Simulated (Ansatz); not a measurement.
## Formation energy of Al2Cu (I4/mcm) from the elements: levels of theory

Consider the formation energy of Al2Cu (I4/mcm) from the elements. Reaction: Cu (fcc) + 2 Al (fcc) → Al2Cu (I4/mcm). Negative: the products are lower in energy. The value is per atom of the solid.

Al2Cu (I4/mcm), 6 atoms in the cell; spin state with PBE: run without spin. Conventional cell: a = b = 6.0604 Å, c = 4.8732 Å, α = β = γ = 90.00°.

Ansatz (a program for electronic structure) with PAW potentials; structures come from PBE relaxations, nuclei static, no net charge. Ansatz runs with its default PAW set. Other levels take these structures, unless marked own geometry. The lattices are those relaxed with PBE, so at other levels the solids can be strained, which adds to the spread. A dispersion term (D3(BJ), or D4 for r2SCAN) was computed beside these levels and is taken off wherever the name lacks it.

```tsv
Method	value (eV/atom)
PBE	-0.16
PBE+D3(BJ)	-0.14
LDA	…
PBEsol	-0.18
RPBE	-0.15
r2SCAN+D4	-0.15
r2SCAN (own geometry)	-0.16
```

Question: What belongs in the gaps?

Answer: 
- LDA, value (eV/atom): -0.19

The levels span 0.05 eV/atom, from LDA (-0.19) to PBE+D3(BJ) (-0.14).

Rough cost of one single point on Al2Cu (I4/mcm), against PBEsol's on the same shared machine and with each level's own mesh and cutoff: r2SCAN about 2 times.
